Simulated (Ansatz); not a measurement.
Take Al₂O₃ in the corundum structure (space group R-3c, No. 167) as the base.

```yaml
crystal:
  lattice:
    - [2.38689, 1.37807, 4.33822]
    - [-2.38689, 1.37807, 4.33822]
    - [0.00000, -2.75614, 4.33822]
  atoms:
    - { symbol: Al, position: [0.64792, 0.64792, 0.64792] }
    - { symbol: Al, position: [0.14792, 0.14792, 0.14792] }
    - { symbol: Al, position: [0.35208, 0.35208, 0.35208] }
    - { symbol: Al, position: [0.85208, 0.85208, 0.85208] }
    - { symbol: O, position: [0.75000, 0.44414, 0.05586] }
    - { symbol: O, position: [0.05586, 0.75000, 0.44414] }
    - { symbol: O, position: [0.25000, 0.55586, 0.94414] }
    - { symbol: O, position: [0.55586, 0.94414, 0.25000] }
    - { symbol: O, position: [0.94414, 0.25000, 0.55586] }
    - { symbol: O, position: [0.44414, 0.05586, 0.75000] }
```

Cartesian axes are those of the cell as printed.

Level of theory: PBEsol (Ansatz, a program for electronic structure; PAW; 420 eV plane waves; no SOC).

Strains are applied to the cell and any free atomic positions relax; under biaxial strain the out-of-plane vector relaxes too.

One change was made to it. Results:

| quantity | base | after |
|---|---|---|
| energy relative to the base (free energy F) | 0 meV/atom | +1.7 meV/atom |
| pressure (mean of the normal stresses, compression positive) | 0.0 kbar | -27.4 kbar |
| volume per atom | 8.56 Å³ | 8.66 Å³ |

**Question.** What was done to the base?
A) biaxial strain +2.25 %, plane normal [001], relaxed out of plane
B) biaxial strain +0.75 %, plane normal [001], relaxed out of plane
C) biaxial strain +1.50 %, plane normal [001], relaxed out of plane
D) biaxial strain +3.00 %, plane normal [001], relaxed out of plane

**Answer.** B, biaxial strain +0.75 %, plane normal [001], relaxed out of plane. For comparison, the energy relative to the base in the other runs: biaxial strain +1.50 %, plane normal [001], relaxed out of plane gives +6.6 meV/atom; biaxial strain +3.00 %, plane normal [001], relaxed out of plane gives +26 meV/atom; biaxial strain +2.25 %, plane normal [001], relaxed out of plane gives +15 meV/atom.

No phonon test of stability was made.
